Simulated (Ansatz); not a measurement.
# MgTe under a change: Te → Sb

Take MgTe in the zinc blende structure (space group F-43m, No. 216; a = 6.4384 Å) as the base.

Perturbation: every Te is replaced by Sb, then cell and atoms are relaxed.

All numbers come from DFT with PBEsol, PAW potentials and a 420 eV plane-wave cutoff in Ansatz (a program for electronic structure), no SOC, earlier PAW set. Γ-centred 13×13×13 mesh, Fermi–Dirac width 0.05 eV, for the changed cell.

| quantity | base | changed | shift |
|---|---|---|---|
| volume per atom | 33.36 Å³ | 33.78 Å³ | +0.42 Å³ |
| density | 3.78 g/cm³ | 3.59 g/cm³ | -0.19 g/cm³ |
| space group | F-43m (No. 216) | F-43m (No. 216) | – |
| shortest interatomic distance | 2.788 Å | 2.800 Å | +0.012 Å |
| band gap | 2.35 eV | zero | – |

Cost of the whole job for the changed cell (relaxation, final SCF and bands): around 29 core-seconds (rough).

With Te present, leaving out spin-orbit coupling can change the band edges. No phonon test of stability was made. As relaxed here, MgSb is a hypothetical phase, not in the database extracts checked. All final runs are without spin polarisation. An odd electron count without spin: MgSb.
